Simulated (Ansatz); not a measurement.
The reference is BP in the zinc blende structure (space group F-43m, No. 216).

```xyz
2
Lattice="0.0000 2.2682 2.2682 2.2682 0.0000 2.2682 2.2682 2.2682 0.0000" Properties=species:S:1:pos:R:3 pbc="T T T"
P      3.4023     3.4023     3.4023
B      0.0000     0.0000     0.0000
```

Cartesian axes are those of the cell as printed.

Method: Ansatz (a program for electronic structure) r2SCAN, spin-orbit coupling left out, earlier PAW set.

Before the change:

| Item | Value |
|---|---|
| Smallest direct gap | 3.60 eV |
| Band gap | 1.41 eV |

The change: a free-standing slab of 4 layers (8 atoms, 2 a layer) is cut normal to [110], with 15 Å of vacuum and the in-plane cell held at bulk.

Q: What does the calculation give for the smallest direct gap and band gap after the change?

A: The smallest direct gap falls by 1.80 eV, from 3.60 eV to 1.80 eV; the band gap decreases by 0.54 eV to 0.87 eV.

Whether these cells are dynamically stable was not tested.
